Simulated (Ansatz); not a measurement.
Troubleshooting Ansatz (a program for electronic structure): a failed run on La4SbTe7 (P-4m2, 12 atoms in the cell). The aim is a self-consistent single point with DFT, PBEsol, plane waves, default PAW files made with PBE.

Cell that was meant: a = 4.5251 Å, b = 4.5251 Å, c = 18.8162 Å, α = 90.00°, β = 90.00°, γ = 90.00°.

Part of the input:

Ansatz 0.2 input:
```yaml
  pseudopotentials: { kind: paw }
scf:
  occupations: { method: cold, width: 0.0037 Ry }
  max_iter: 4
output:
  forces: true
  eigenvalues: true
```

Log, with long lists cut:

```
SCF iter   1: F=—  HF=-79380.291279 eV  |F-HF|=—  |Δ(HF+E_count)|=         —  Δρ=3.97e-3  dr2=1.86e-1  ethr=1.77e-3  ⟨swp⟩=8.5  Hψ=2585  notcnv=0  defer=4
all-band conjugate gradients solve this SCF's bands
preconditioner: auto → Resta (q_TF=auto, 2.383 Å⁻¹)
SCF iter   2: F=—  HF=-79380.303319 eV  |F-HF|=—  |Δ(HF+E_count)|=   1.20e-2  S|Δr|=    0.00e0  Δρ=3.94e-3  dr2=1.93e0  ethr=1.09e-4  ⟨swp⟩=14.0  Hψ=5238  notcnv=0
SCF iter   3: F=—  HF=-79380.283285 eV  |F-HF|=—  |Δ(HF+E_count)|=   2.00e-2  S|Δr|=    0.00e0  Δρ=2.13e-3  dr2=1.93e-1  ethr=1.09e-4  ⟨swp⟩=13.5  Hψ=4909  notcnv=0
SCF iter   4: F=—  HF=-79380.278126 eV  |F-HF|=—  |Δ(HF+E_count)|=   5.16e-3  S|Δr|=    0.00e0  Δρ=1.32e-3  dr2=1.25e-1  ethr=1.09e-4  ⟨swp⟩=10.8  Hψ=3507  notcnv=0
Error: did not converge after 4 iterations: dr2 = 1.25e-1 (threshold 1.00e-7), under the density mixer `msr1`, which `scf.mixing.algorithm: auto` chose by the deck's other keys (type `scf.mixing.algorithm: msr1` to keep it); raise `scf.max_iter`, which need not help a stalled SCF, or adjust the mixing (`scf.mixing`) or, under a smearing, its width (`scf.occupations.width`, in either direction: another width is another result); this SCF holds its density and magnetisation to the symmetry operations that it keeps, and cannot end on a state that breaks one of them: if the state sought breaks one, re-run with `crystal.symmetry.detect: false`, without `crystal.symmetry.time_reversal: [...]
```

**Question.** What caused this, and what should be changed?

**Answer.** The fault is an iteration limit that is too low. The loop is cut before its threshold is met, so whatever is printed at the end is not self-consistent. To fix it, raise the limit, or leave it to the default. The run ended unconverged after 4 iterations.

An input that runs soundly differs in these lines (not the only fix; some lines may just follow from the change or write a value another way):
```diff
-  max_iter: 4
```

With that input, the run converged in 14 iterations: free energy E − TS (on the zero of these files) -79380.2694 eV; Fermi level (on the code's own zero) 10.66 eV; pressure -2.83 GPa; largest force (vector length) 0.126 eV/Å (DFT, PBEsol, plane waves, default PAW files made with PBE).

On the sound input: the starting cell comes from a database of computed structures (which also holds hypothetical and non-ambient phases and stackings), without a prior relaxation at this level. Ansatz's pressure includes its estimate of the finite-basis (Pulay) stress. Without a gap this mesh is coarse (it stands for a supercell whose shortest vector is 19 Å).
